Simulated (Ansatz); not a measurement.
Take PbI₂ in the 2H-MoS2 type structure (space group P6_3/mmc, No. 194; a = 4.273 Å, c = 14.362 Å; a hypothetical phase, not in the database extracts checked) as the base.

It is then changed as follows: a hydrostatic pressure of 1.5 GPa.

Levels (all Ansatz, a first-principles code, PAW, earlier PAW set): PBEsol-D3(BJ) (420 eV, without spin-orbit coupling); HSE06 (420 eV, no SOC); PBEsol+SOC (420 eV, with spin-orbit coupling).

One geometry, relaxed with PBEsol-D3(BJ), under each level:

The valence-band top lists the three highest levels at Γ (Kramers pairs under SOC), from the VBM.

```csv
level,band gap,lowest conduction level above the VBM at special points,valence-band top at Γ,electron mass,hole mass
PBEsol-D3(BJ),0.81 eV,K 0.81 eV; M 1.19 eV; H 1.30 eV; Γ 2.53 eV,"0.00, -0.73, -0.73 eV","0.31 mₑ along c, 0.44 mₑ across (at K)","0.25 mₑ along c, 0.68 mₑ across (at Γ)"
HSE06,?,?,–,–,–
PBEsol+SOC,0.52 eV,K 0.52 eV; M 0.90 eV; H 0.82 eV; L 1.50 eV,"0.00, -0.57, -0.95 eV","0.35 mₑ along c, 0.48 mₑ across (at K)","0.26 mₑ along c, 0.36 mₑ across (at Γ)"
```

Task: Give the withheld HSE06 results.

Result: 
- HSE06, band gap: 1.34 eV
- HSE06, lowest conduction level above the VBM at special points: K 1.34 eV; M 1.80 eV; H 1.84 eV; Γ 3.33 eV

Single points use the geometry relaxed with PBEsol-D3(BJ). HSE06 gaps are upper bounds (no full band path). The spin-orbit shifts are approximate. Spin-orbit coupling, missing from the scalar runs, can matter with I and Pb. Load acts through the strain it causes; cell and atoms are relaxed under it. Effective masses come from finite differences of ±0.01 Å⁻¹. Stability against distortions was not tested.
